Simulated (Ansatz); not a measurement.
# In2O3 (model structure, started from the Nb2Se3 type, P3m1, No. 156, 5 atoms in the cell)

All values below come from PBEsol (Ansatz, a program for electronic structure, plane waves, PAW).

Settings: plane-wave cutoff 520 eV, 24×24×6 k mesh (along the axes of the cell as run), Fermi–Dirac smearing 0.05 eV, scalar-relativistic PAW data made under PBE.

Cell (relaxed at this level):

In2O3 is modelled in the trigonal space group P3m1 (No. 156), Pearson symbol hP5. Cell: a = 3.2624 Å, b = 3.2624 Å, c = 7.7377 Å, α = 90.00°, β = 90.00°, γ = 120.00°. In1 on 1a is surrounded by 3 O at 2.062 Å and 3 O at 2.398 Å (octahedral). In2 on 1a sees 3 O at 2.103 Å and 3 O at 2.521 Å. O1 on 1c has 3 In at 2.398 Å and 3 In at 2.521 Å (trigonal prismatic). O2 on 1b has 3 In at 2.062 Å (trigonal pyramidal). O3 on 1c sees 3 In at 2.103 Å (trigonal pyramidal). (Neighbours: up to the widest gap in distance over summed covalent radii, below 1.35, at either atom; cation-cation and far metal-metal contacts left out.)

```json
{
 "band_gap": "0.48 eV",
 "smallest_direct_gap_on_the_k_points_sampled": "0.54 eV"
}
```

Note: the relaxation could raise the start's symmetry but not lower it, so the cell can be a saddle point; the cell has widely spaced layers and the level no dispersion term, so their spacing and the moduli can rest on weak binding.

Spin–orbit coupling is not included.

Cost on a shared machine: about 2.2 core-minutes (a rough figure).

A model structure was made by putting elements into a prototype or built by hand; it is no filed structure, need not be a known phase, and can be a saddle point held by its symmetry.
